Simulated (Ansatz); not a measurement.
## SiC (space group P6_3mc, No. 186)

```yaml
crystal:
  lattice:
    - [3.07896, 0.00000, 0.00000]
    - [-1.53948, 2.66645, 0.00000]
    - [0.00000, 0.00000, 15.10711]
  atoms:
    - { symbol: Si, position: [0.00000, 0.00000, 0.99982] }
    - { symbol: Si, position: [0.00000, 0.00000, 0.49982] }
    - { symbol: Si, position: [0.66667, 0.33333, 0.83310] }
    - { symbol: Si, position: [0.33333, 0.66667, 0.33310] }
    - { symbol: Si, position: [0.66667, 0.33333, 0.16660] }
    - { symbol: Si, position: [0.33333, 0.66667, 0.66660] }
    - { symbol: C, position: [0.00000, 0.00000, 0.87447] }
    - { symbol: C, position: [0.00000, 0.00000, 0.37447] }
    - { symbol: C, position: [0.66667, 0.33333, 0.70810] }
    - { symbol: C, position: [0.33333, 0.66667, 0.20810] }
    - { symbol: C, position: [0.66667, 0.33333, 0.04161] }
    - { symbol: C, position: [0.33333, 0.66667, 0.54161] }
```

The values are results of PBEsol (Ansatz, a program for electronic structure), without spin-orbit coupling, earlier PAW set, not measurements. Γ-centred 10×10×2 mesh, Fermi–Dirac width 0.05 eV.

```yaml
volume_per_atom: 10.34 Å³
density: 3.22 g/cm³
band_gap: "1.92 eV (uncertain: the edges found on the path are not clean extrema)"
total_energy: -434.356 eV/atom (σ→0; compares only within this code and set-up)
```

Stability against distortions was not tested.
